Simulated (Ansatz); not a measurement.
Take ZnS (space group R3m, No. 160) as the base.

ZnS has the trigonal space group R3m, hexagonal axes (No. 160), Pearson symbol hR6. Conventional cell: a = b = 3.784 Å, c = 27.900 Å, α = β = 90.00°, γ = 120.00°. Zn1 on 3a is coordinated by 4 S at 2.319–2.323 Å (tetrahedral). Zn2 on 3a is coordinated by 4 S at 2.318 Å (tetrahedral). Zn3 on 3a sees 4 S at 2.320–2.323 Å (tetrahedral). S1 on 3a sees 4 Zn at 2.320–2.323 Å (tetrahedral). S2 on 3a sees 4 Zn at 2.318–2.323 Å (tetrahedral). S3 on 3a has 4 Zn at 2.318 Å (tetrahedral). (Neighbours: up to the widest gap in distance over summed covalent radii, below 1.35, at either atom; cation-cation and far metal-metal contacts left out.)
(The calculation used a cell of 6 atoms; values per cell refer to that cell.)

Levels (all Ansatz, a quantum-chemistry and plane-wave program, PAW): PBEsol (420 eV, spin-orbit coupling left out); r2SCAN (500 eV, scalar-relativistic without spin-orbit coupling).

The geometry is relaxed with PBEsol.

| Property | Value |
|---|---|
| PBEsol lowest conduction level above the VBM at special points | Γ 2.13 eV; T 3.08 eV; L 3.18 eV; F 3.20 eV |
| PBEsol pressure | 0.00 GPa |
| PBEsol gap character | direct at Γ |

**Question.** Predict the lowest conduction level above the VBM at special points, pressure and gap character from r2SCAN.

**Answer.** The lowest conduction level above the VBM at special points changes from Γ 2.13 eV; T 3.08 eV; L 3.18 eV; F 3.20 eV to Γ 2.84 eV; T 3.71 eV; L 3.72 eV; F 3.76 eV; the pressure goes from zero to 1.52 GPa; the gap character remains direct at Γ.

Single points use the geometry relaxed with PBEsol. Their cutoffs differ, which shifts pressures a little. Stability against distortions was not tested. This is not the structure that ZnS has at room temperature and ambient pressure.
